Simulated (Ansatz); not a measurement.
# A self-consistent single point of Al2Cu (I4/mmm, 3 atoms in the cell) with Ansatz

Level of theory: PBEsol, default PAW files made with PBE (plane waves; Ansatz, an electronic-structure program).

The input file:

Ansatz 0.2 input:
```yaml
# Al2Cu
crystal:
  lattice:
    - [-2.030335, 2.030335, 2.851095]
    - [2.030335, -2.030335, 2.851095]
    - [2.030335, 2.030335, -2.851095]
  atoms:
    - { symbol: Al, position: [0.750000, 0.250000, 0.500000] }
    - { symbol: Al, position: [0.250000, 0.750000, 0.500000] }
    - { symbol: Cu, position: [0.500000, 0.500000, 0.000000] }
kpoints:
  mp_grid:
    grid: [9, 9, 9]
hamiltonian:
  xc: pbesol
  pseudopotentials:
    kind: paw
scf:
  occupations:
    method: gaussian
    width: 0.05
output:
  forces: true
  eigenvalues: true
  stress: true
```

Output (repeated stretches shortened):

```
WARN basis.ecutwfc = 420 eV, the default
WARN ansatz: RAYON_NUM_THREADS=1 ignored (pool sized by the plan → 1); use --threads N
Pseudopotentials: kind: paw
Pseudopotential: Al, paw, valence charge 3
Pseudopotential: Cu, paw, valence charge 19
Crystal: 3 atoms, lattice volume = 47.012 Å³
Basis set: ecut = 420 eV, 925 PW (Γ), exchange–correlation on 60×60×60 points (8 copies of the dense FFT grid, shifted against one another)
Bands: 17, of which v1, the nominal top of the filled ones, is band 13 counted from 1 (12 counted from 0)
Symmetry: 16 space group operations
Space group: I4/mmm (ITA 139), of the structure as read, at distance tolerance 3.6e-5 Å
k-points: 75 of 729
PAW frozen core: Al, regenerated for the run's functional, and the local potential with it
PAW frozen core: Cu, regenerated for the run's functional, and the local potential with it
Initial density: superposition of atomic densities (neutral atoms: chi_scale 0, normalization atom), corrected by the library's trained network
Initial wavefunctions: pseudopotential atomic-orbital guess
Eigensolver: davidson
Functional: x = pbesol(κ = 0.804, μ = 0.12345679012345678), c = pbesol(β = 0.046)
SCF iter   1: F=—  HF=-7638.405041 eV  |F-HF|=—  |Δ(HF+E_count)|=         —  Δρ=8.62e-3  dr2=1.92e-2  ethr=1.77e-3  ⟨swp⟩=5.3  Hψ=6493  notcnv=0
all-band conjugate gradients solve this SCF's bands
preconditioner: auto → Kerker (q_TF=auto, 2.456 Å⁻¹)
SCF iter   2: F=—  HF=-7638.401585 eV  |F-HF|=—  |Δ(HF+E_count)|=   3.46e-3  Δρ=1.22e-3  dr2=7.54e-4  ethr=7.67e-5  ⟨swp⟩=2.0  Hψ=2714  notcnv=0  defer=26
SCF iter   3: F=—  HF=-7638.401508 eV  |F-HF|=—  |Δ(HF+E_count)|=   7.70e-5  Δρ=1.06e-3  dr2=5.12e-4  ethr=3.02e-6  ⟨swp⟩=2.0  Hψ=1639  notcnv=0  defer=26
SCF iter   4: F=—  HF=-7638.401564 eV  |F-HF|=—  |Δ(HF+E_count)|=   5.52e-5  Δρ=3.68e-4  dr2=9.30e-5  ethr=2.05e-6  ⟨swp⟩=1.0  Hψ=1245  notcnv=0  defer=26
SCF iter   5: F=—  HF=-7638.401567 eV  |F-HF|=—  |Δ(HF+E_count)|=   3.56e-6  Δρ=6.41e-5  dr2=3.38e-6  ethr=3.72e-7  ⟨swp⟩=1.2  Hψ=1313  notcnv=0  defer=26
SCF iter   6: F=—  HF=-7638.401567 eV  |F-HF|=—  |Δ(HF+E_count)|=   2.62e-7  Δρ=3.08e-5  dr2=5.59e-7  ethr=1.35e-8  ⟨swp⟩=2.7  Hψ=1897  notcnv=0  defer=26
SCF iter   7: F=-7638.401567 eV  HF=-7638.401567 eV  |F-HF|=2.11e-8  |Δ(HF+E_count)|=   1.43e-7  Δρ=4.30e-6  dr2=1.11e-8  ethr=4.00e-10  ⟨swp⟩=5.0  Hψ=4521  notcnv=0
the search or the solves at the SCF's close seem to have found levels that the self-consistency loop had missed (the run counts 1) …
SCF 1 converged in 7 iterations: F = -7638.401567 eV  dr2 = 1.11e-8
SCF converged after 7 iterations
Free energy (F): -7638.401567 eV
Harris-Foulkes:  -7638.401567 eV  (|F-HF|=2.11e-8)
Internal energy: -7638.398440 eV  (E = F + TS)
E sigma→0 (E₀):  -7638.400003 eV
Entropy (-TS):   -0.003127 eV (-1.042 meV/atom)
Fermi energy:    9.319874 eV
--- Per-component energies (eV) ---
  E_band       = -491.438400
  E_kinetic    = 346.854659
  E_local      = -5883.433634  (includes V_loc(G=0)·N_el)
  E_nonlocal   = 403.655819
  E_hartree    = 2630.631395
  E_xc         = -169.307273
  E_vxc        = -175.711720  (∫ρ·V_xc dr)
  E_paw        = -2528.880576  (= ΣΔE_a)
  E_vpaw       = -444.074008  (= ΣTr[D̂ρ^β])
  E_aug_tail   = 0.000238  (compensation charges beyond the density's cutoff)
  E_ewald      = -2438.163548
  E_core_change = 0.244480  (= ΣΔE_core)
  E_smearing   = -0.003127  (= −TS)
  E_closure    = -0.000000  (closes the sum)
  Σ components = -7638.401567   (vs F -7638.401567, Δ=0.00e0)
--- Forces (eV/Å), atoms counted from 1 ---
  atom   1  Al    -0.00000000     0.00000000     0.00000000
   [... zero for the other atoms too ...]
  max |Σ_I F_I| component: 3.12e-17 eV/Å
--- Stress (GPa, compression-positive) ---
       -0.022985       0.000000      -0.000000
        0.000000      -0.022985       0.000000
       -0.000000       0.000000      -0.255518
  P = ⅓ Tr σ = -0.1005 GPa (-1.005 kbar)
  The stress holds the Pulay correction. Without it, at fixed plane waves, as pw.x and ABINIT print it: P = -0.1622 GPa
--- Band table (eV; the first three rows and the last of 75) ---
  k-point 0: bands = ["-104.2232", "-61.7220", "-61.7211", "-61.7211", "-0.9562", "4.7541", "4.7590", "4.7590", "5.3325", "5.3403", "12.2073", "12.2073", "12.2594", "12.2822", "12.3611", "12.3611", "13.7107"]
  k-point 1: bands = ["-104.2232", "-61.7220", "-61.7211", "-61.7211", "-0.7346", "4.6927", "4.7885", "4.7944", "5.2933", "5.3575", "10.5016", "10.5608", "11.3681", "11.5276", "13.9129", "14.2869", "14.3672"]
  k-point 2: bands = ["-104.2232", "-61.7220", "-61.7211", "-61.7211", "-0.0746", "4.5234", "4.8949", "4.9029", "5.1702", "5.4056", "9.0903", "9.1455", "9.3846", "10.6421", "12.1644", "16.3599", "16.5150"]
  k-point 74: bands = ["-104.2232", "-61.7221", "-61.7211", "-61.7211", "3.2943", "3.5358", "4.1026", "5.2612", "5.3266", "5.4620", "5.4813", "6.7601", "7.4571", "10.1029", "11.4628", "17.4528", "19.5268"]
```

The run converged in 7 iterations.

The starting cell comes from a database of computed structures (which also holds hypothetical and non-ambient phases and stackings), without a prior relaxation at this level. Spin polarisation is off. Ansatz's pressure includes its estimate of the finite-basis (Pulay) stress.
